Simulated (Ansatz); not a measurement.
**CaTiO₃ in the cubic perovskite structure (space group Pm-3m, No. 221; a model cell)**

```cif
data_CaO3Ti
_chemical_formula_sum 'Ca1 Ti1 O3'
_space_group_name_H-M_alt 'P 1'
_space_group_IT_number 1
_cell_length_a 3.84142
_cell_length_b 3.84142
_cell_length_c 3.84142
_cell_angle_alpha 90.000
_cell_angle_beta 90.000
_cell_angle_gamma 90.000
loop_
_space_group_symop_operation_xyz
  'x, y, z'
loop_
_atom_site_label
_atom_site_type_symbol
_atom_site_fract_x
_atom_site_fract_y
_atom_site_fract_z
_atom_site_occupancy
Ca1 Ca 0.00000 0.00000 0.00000 1
Ti1 Ti 0.50000 0.50000 0.50000 1
O1 O 0.00000 0.50000 0.50000 1
O2 O 0.50000 0.50000 0.00000 1
O3 O 0.50000 0.00000 0.50000 1
```

Level of theory: DFT with PBEsol, PAW potentials and a 420 eV plane-wave cutoff in Ansatz (a first-principles code), spin-orbit coupling left out, earlier PAW set. Settings: 9×9×9 k-points, 0.05 eV Fermi–Dirac smearing.

| Item | Value |
|---|---|
| Volume per atom | 11.34 Å³ |
| Density | 3.98 g/cm³ |
| Band gap | 1.89 eV, indirect, R → Γ |
| Lowest conduction-band minima above the VBM | Γ 1.89 eV |
| Total energy | -1191.682 eV/atom (σ→0; compares only within this code and set-up) |

No phonon test of stability was made. The final runs are not spin-polarised. Many cubic perovskites are stable only at high temperature; tilts and polar distortions were not tested.
